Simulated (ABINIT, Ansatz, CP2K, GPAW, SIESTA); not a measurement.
Code comparison for SiC (F-43m, 2 atoms in the cell)

Band-structure calculation.

```yaml
crystal:
  lattice:
    - [0.00000, 2.18000, 2.18000]
    - [2.18000, 0.00000, 2.18000]
    - [2.18000, 2.18000, 0.00000]
  atoms:
    - { symbol: Si, position: [0.00000, 0.00000, 0.00000] }
    - { symbol: C, position: [0.25000, 0.25000, 0.25000] }
```

Shared settings, as Ansatz (a program for electronic structure) writes them: kpoints.mp_grid.grid = 10 10 10; scf.occupations.method = fermi_dirac; scf.occupations.width = 0.02 eV. Potentials and cutoffs stand in the table.

```
code                                                                                                                      model  gap along the path (eV)  smallest direct gap (eV)       cutoff
------  -----------------------------------------------------------------------------------------------------------------------  -----------------------  ------------------------  -----------
CP2K                                                    PBE, GPW, DZVP-MOLOPT-PBE-GTH basis, GTH-PBE potentials (POTENTIAL_UZH)                     1.60                      4.78  grid 400 Ry
Ansatz                                                                                                   PBE, default PAW files                     1.36                      4.54      default
ABINIT                                                 PBE, norm-conserving pseudopotentials (PseudoDojo nc-sr-05 PBE standard)                     1.36                      4.55      1116 eV
SIESTA  GGA PBE, numerical atomic orbitals DZP, PseudoDojo PBE standard norm-conserving potentials (rewritten from UPF to PSML)                     1.32                      4.51  grid 300 Ry
GPAW                                                                               PBE, GPAW PAW datasets PBE (gpaw-data 1.0.1)                     1.35                      4.54       900 eV
```

The spread over the programs that give each value: gap along the path within 0.28 eV; smallest direct gap within 0.27 eV.

CP2K and SIESTA use small atom-centred bases, whose incompleteness enters pressures, forces and empty levels differently from a plane-wave cutoff.

In the gap along the path, CP2K stands apart from the plane-wave programs.

The starting cell has typed, rounded lattice constants, without a prior relaxation at this level.

Left out of this page: Quantum ESPRESSO, Elk and FLEUR (not drawn, or without a comparable value).

Keys are those of Ansatz 0.2.
